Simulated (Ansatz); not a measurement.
An Ansatz (a first-principles code) run: Zr with a change (uniaxial strain ε_zz = +1.50 %); Ansatz LDA, no spin-orbit coupling.

Input:

Ansatz 0.2 input:
```yaml
crystal:
  lattice:
    - [3.1437734258, 0, 0]
    - [-1.5718867129, 2.7225876505, 0]
    - [0, 0, 5.169232094]
  atoms:
    - { symbol: Zr, position: [0.6666666667, 0.3333333333, 0.75] }
    - { symbol: Zr, position: [0.3333333333, 0.6666666667, 0.25] }
basis: { ecutwfc: 420, ecutrho_ratio: 4, xc_grid: 2, fft_grid_basis: typed }
kpoints: { mp_grid: { grid: [21, 21, 12] } }
hamiltonian:
  xc: lda
  dispersion: none
  pseudopotentials: { kind: paw }
scf: { occupations: { method: fermi_dirac, width: 0.1 }, convergence: { dr2_threshold: 0.0000000002 } }
relax: { f_tol: 0.005, max_steps: 50 }
output: { forces: true, stress: true }
checkpoint: { write: state.ck, write_every: 1000 }
```

Output (explanatory and most iteration lines left out):

```
Relaxation: its limit of steps is 50 (relax.max_steps)
Pseudopotential: Zr, paw, valence charge 12
Crystal: 2 atoms, lattice volume = 44.244 Å³
Basis set: ecut = 420 eV, 869 PW (Γ), exchange–correlation on 48×48×72 points (8 copies of the dense FFT grid, shifted against one another)
Bands: 16, of which v1, the nominal top of the filled ones, is band 12 counted from 1 (11 counted from 0)
Symmetry: 24 space group operations
Space group: P63/mmc (ITA 194), of the structure as read, at distance tolerance 3.5e-5 Å
k-points: 336 of 5292
Functional: x = slater, c = lda
SCF iter   1: F=—  HF=-8154.956981 eV  |F-HF|=—  |Δ(HF+E_count)|=         —  Δρ=5.50e-3  dr2=4.08e-3  ethr=1.77e-3  ⟨swp⟩=4.8  Hψ=22867  notcnv=0
SCF iter   2: F=—  HF=-8154.956011 eV  |F-HF|=—  |Δ(HF+E_count)|=   9.70e-4  Δρ=3.14e-3  dr2=1.44e-3  ethr=1.70e-5  ⟨swp⟩=2.0  Hψ=10748  notcnv=0
SCF 1 converged in 8 iterations: F = -8154.956066 eV  dr2 = 2.63e-12
relax step   1: F+E_penalty+E_count = -8154.95606638 eV  Δ(F+E_penalty+E_count) = +0.000e0 eV  max|allowed force component| = 1.133e-16 eV/Å  Δτ_max = 0.0000 Å  (8 SCF iters, accepted)
SCF converged after 8 iterations
Free energy (F): -8154.956066 eV
Internal energy: -8154.884403 eV  (E = F + TS)
E sigma→0 (E₀):  -8154.920235 eV
Entropy (-TS):   -0.071663 eV (-35.831 meV/atom)
Fermi energy:    14.531431 eV
--- Forces (eV/Å), atoms counted from 1 ---
  atom   1  Zr     0.00000000     0.00000000     0.00000000
  atom   2  Zr     0.00000000    -0.00000000     0.00000000
--- Stress (GPa, compression-positive) ---
       -1.181026       0.000000       0.000000
       -0.000000      -1.181026       0.000000
        0.000000       0.000000      -2.496518
  P = ⅓ Tr σ = -1.6195 GPa (-16.195 kbar)
--- Relaxed structure (1 steps of the walk, 1 accepted, 0 SCFs on fresh bases) ---
  atoms:
    - { symbol: Zr, position: [0.6666666666666666, 0.3333333333333333, 0.7499999999999999] }
    - { symbol: Zr, position: [0.3333333333333333, 0.6666666666666666, 0.24999999999999994] }
```

No phonon test of stability was made. All final runs are without spin polarisation. The cell was made from Zr in the hcp (Mg type) structure (space group P6_3/mmc, No. 194) by this change: uniaxial strain ε_zz = +1.50 %.
